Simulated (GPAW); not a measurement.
**Equation of state of diamond-structure Si (space group 227): energy against volume (GPAW, PBE)**

```xyz
2
Lattice="0.0000 2.6672 2.6672 2.6672 0.0000 2.6672 2.6672 2.6672 0.0000" Properties=species:S:1:pos:R:3 pbc="T T T"
Si     2.6672     2.6672     2.6672
Si     4.0008     4.0008     4.0008
```

Computed with PBE, GPAW PAW datasets PBE (gpaw-data 1.0.1) (plane waves; GPAW 25.7.0). Settings: mode = pw; ecut = 585 eV; xc = PBE; kpts = 10 10 10; mesh shift (steps) = 0 0 0; occupations.name = fermi-dirac; occupations.width = 0.01 eV; nbands = -8; convergence.density = 1e-05 e/electron; convergence.energy = 1e-05 eV/electron; convergence.bands = -6; symmetry.symmorphic = false; symmetry.tolerance = 0.0005; maxiter = 100. The cell above is the first row's. The rows scale it uniformly. In all rows fractional positions and the k mesh are held. E is the free energy at the stated smearing, counted from the lowest row.

| V (Å^3/atom) | E (meV/atom) |
|---|---|
| 18.975 | ? |
| 19.387 | 18.98 |
| 19.800 | 7.31 |
| 20.212 | 1.17 |
| 20.625 | 0.00 |
| 21.037 | 3.30 |
| 21.450 | 10.62 |
| 21.862 | 21.53 |
| 22.275 | 35.67 |

The 8 complete rows are fitted with the third-order Birch-Murnaghan form, a cubic in V^(-2/3), E against V. With u = V^(-2/3) - 0.132, the rows have u = 0.006567, 0.004633, 0.002770, 0.000965, -0.000777, -0.002467, -0.004099, -0.005685. Least squares gives E = 1.299 - 2027.1·u + 712562·u² + 949658·u³. Residuals (row less fit): -0.006, 0.013, -0.002, -0.007, -0.004, -0.002, 0.015, -0.008; standard error 0.012 (degrees of freedom: 4). Its minimum lies at u = 0.001418, so V0 = (0.133418)^(-3/2) = 20.52. There d²E/du² = 1433000 and d³E/du³ = 5698000, so B0 = (4/9) × 20.52^(-7/3) × 1433000 × 0.160218 = 88.5 GPa (the last factor turns the table's units into GPa), and B0' = 4 + (2/3) × 0.133418 × (5698000)/1433000 = 4.4. The program's pressures in the fitted runs (not shown) pass through zero at V = 20.52, 0.00 % from this V0.

Estimate the missing E (V = 18.975); what did the run itself give?

u = 0.008566, so E = 1.299 - 2027.1 × 0.008566 + 712562 × 0.008566² + 949658 × 0.008566³ = 36.817 meV/atom. The calculation gives 36.80 meV/atom, 0.017 meV/atom below the prediction (under 0.05 % of the range of E in the table). The row lies outside the fitted rows, so this is an extrapolation. From the scatter of the fitted rows alone, a prediction at this place has a standard error of 0.035 meV/atom, so the miss is 0.5 times that.

Carrying the step between the two nearest rows on in a straight line would have given 30.62, off by 6.18; series whose last step already gives the withheld value aren't shown. The scan was laid around a cell of about the measured size, scaled by a guess for this functional. The runs keep the symmetry of the cell, so they don't test it for distortions. Cutoffs and mesh are single choices, not tested for convergence of this quantity. Series with a scatter that would blur these digits, or in which a gap closes, are not shown. Nor are scans whose minimum lies at an end fitted in this form.
